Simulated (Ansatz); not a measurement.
The reference is KBr in the rock salt structure (space group Fm-3m, No. 225; a = 6.549 Å). Axes: x, y, z lie along the cube axes.

Structures relaxed with plane-wave PAW DFT at the PBEsol level (Ansatz, a quantum-chemistry and plane-wave program, 420 eV), without spin-orbit coupling.

Base:

Simulated powder pattern, Cu Kα1, λ = 1.54056 Å (kinematic, ideal powder, no thermal factors, no anomalous dispersion; the 10 strongest lines at most, above 2 %, up to 2θ = 90°):

| 2θ (°) | I/Imax (%) | hkl |
|---|---|---|
| 23.51 | 21 | (111) |
| 27.21 | 100 | (200) |
| 38.86 | 74 | (220) |
| 45.92 | 11 | (311) |
| 48.09 | 26 | (222) |
| 56.13 | 12 | (400) |
| 63.47 | 32 | (420) |
| 70.37 | 23 | (422) |
| 83.42 | 7.4 | (440) |
| 89.77 | 16 | (442) |

After one change:

Simulated powder pattern, Cu Kα1, λ = 1.54056 Å (kinematic, ideal powder, no thermal factors, no anomalous dispersion; the 10 strongest lines at most, above 2 %, up to 2θ = 90°):

```json
[
 {"2θ (°)": "23.24", "I/Imax (%)": "30"},
 {"2θ (°)": "26.67", "I/Imax (%)": "100"},
 {"2θ (°)": "27.35", "I/Imax (%)": "47"},
 {"2θ (°)": "38.07", "I/Imax (%)": "37"},
 {"2θ (°)": "38.57", "I/Imax (%)": "71"},
 {"2θ (°)": "47.51", "I/Imax (%)": "38"},
 {"2θ (°)": "62.09", "I/Imax (%)": "16"},
 {"2θ (°)": "62.44", "I/Imax (%)": "16"},
 {"2θ (°)": "63.48", "I/Imax (%)": "15"},
 {"2θ (°)": "69.12", "I/Imax (%)": "23"}
]
```

Question: What was done to the base?
A. biaxial strain +2.50 %, plane normal [001], relaxed out of plane
B. biaxial strain +2.00 %, plane normal [001], relaxed out of plane
C. biaxial strain −3.00 %, plane normal [001], relaxed out of plane
D. biaxial strain +0.50 %, plane normal [001], relaxed out of plane

Answer: B, biaxial strain +2.00 %, plane normal [001], relaxed out of plane. Its volume per atom is 36.35 Å³ against 35.11 Å³, and its space group is I4/mmm (No. 139).

Whether these cells are dynamically stable was not tested.
